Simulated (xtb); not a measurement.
xtb 6.7.1, GFN2-xTB: Co(CO)3(MeCN)(SiMe3), 26 atoms. The geometry is a generated start, not checked to be a minimum at this level.

```yaml
run_flags: --grad
method: GFN2-xTB
"--acc": 1 (default)
"--etemp (K)": 300 (default)
basis_functions: 80
valence_electrons: 80
```

```xyz
26

Co    -1.4706     0.6192     0.5459
O     -1.7873     0.1775     3.3826
C     -1.6315     0.3442     2.2562
O     -3.3823    -1.5755     0.1790
C     -2.7072    -0.6519     0.2745
O     -0.8093     3.4217     1.1195
C     -1.1625     2.3601     0.8560
C     -0.8418     1.1614    -3.7403
C     -1.0281     0.9703    -2.3340
N     -1.1729     0.8109    -1.2018
H      0.1555     0.8300    -4.0324
H     -0.9543     2.2170    -3.9879
H     -1.5863     0.5850    -4.2897
Si     0.6641    -0.4811     0.8247
C      0.5759    -2.3568     0.3662
C      1.5412    -0.4355     2.5406
C      1.9782     0.2689    -0.3836
H      1.5709    -2.7905     0.3914
H     -0.0437    -2.9071     1.0673
H      0.1683    -2.5167    -0.6273
H      0.9549    -0.9407     3.3017
H      1.7120     0.5814     2.8801
H      2.5055    -0.9316     2.4840
H      2.0810     1.3420    -0.2586
H      1.7240     0.0790    -1.4214
H      2.9465    -0.1813    -0.1925
```

Charge 0 and multiplicity 1 are set for this test and not shown to be the ground state.

One run each on 1 thread. Values of broydamp tried: 0.02, 0.05, 0.1, 0.2, 0.4 (default), 0.6, 0.8, 1.

### Question
Which value of broydamp needs the fewest SCC iterations, and what happens away from it?

### Answer
Fewest SCC iterations, within one of each other: 0.4 (default) with 16, 0.6 with 17. The count rises to 27 at 0.02. All converge to one solution.

```
broydamp       SCC iterations            end
-------------  --------------  -------------
0.02                       27  same solution
0.05                       24  same solution
0.1                        22  same solution
0.2                        18  same solution
0.4 (default)              16  same solution
0.6                        17  same solution
0.8                        18  same solution
1                          20  same solution
```
